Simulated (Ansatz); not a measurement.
The reference is TiB2 (space group P6/mmm, No. 191; a = 3.0249 Å, c = 3.2238 Å).

Structures relaxed with Ansatz (a program for electronic structure), r2SCAN, PAW, cutoff 500 eV, no SOC, earlier PAW set.

Base:

Simulated powder pattern, Cu Kα, λ = 1.54184 Å (kinematic, ideal powder, no thermal factors, no anomalous dispersion; the 10 strongest lines at most, above 2 %, up to 2θ = 90°):

| 2θ (°) | I/Imax (%) | hkl |
|---|---|---|
| 27.67 | 20 | (001) |
| 34.23 | 57 | (100) |
| 44.57 | 100 | (101) |
| 57.14 | 9.3 | (002) |
| 61.29 | 22 | (110) |
| 68.33 | 13 | (102) |
| 68.53 | 8.7 | (111) |
| 72.11 | 5.4 | (200) |
| 78.88 | 15 | (201) |
| 88.69 | 15 | (112) |

After one change:

Simulated powder pattern, Cu Kα, λ = 1.54184 Å (kinematic, ideal powder, no thermal factors, no anomalous dispersion; the 10 strongest lines at most, above 2 %, up to 2θ = 90°):

```json
[
 {"2θ (°)": "10.59", "I/Imax (%)": "77"},
 {"2θ (°)": "21.45", "I/Imax (%)": "19"},
 {"2θ (°)": "26.49", "I/Imax (%)": "50"},
 {"2θ (°)": "30.89", "I/Imax (%)": "16"},
 {"2θ (°)": "33.55", "I/Imax (%)": "100"},
 {"2θ (°)": "43.16", "I/Imax (%)": "22"},
 {"2θ (°)": "43.20", "I/Imax (%)": "44"},
 {"2θ (°)": "43.28", "I/Imax (%)": "44"},
 {"2θ (°)": "43.32", "I/Imax (%)": "22"},
 {"2θ (°)": "59.98", "I/Imax (%)": "27"}
]
```

Q: What was done to the base?
A) x(Hf) = 0.75, 12 atoms, Pmmm
B) x(Hf) = 0.25, 12 atoms, P6/mmm
C) x(Hf) = 0.25, 12 atoms, Pmmm
D) x(Hf) = 0.5, 12 atoms, C2/m

A: D, x(Hf) = 0.5, 12 atoms, C2/m. Its volume per atom is 9.24 Å³ against 8.52 Å³, and its space group is C2/m (No. 12).

These are small ordered cells, not random alloys; other orderings at the same x differ. No phonon test of stability was made. The final runs are not spin-polarised.
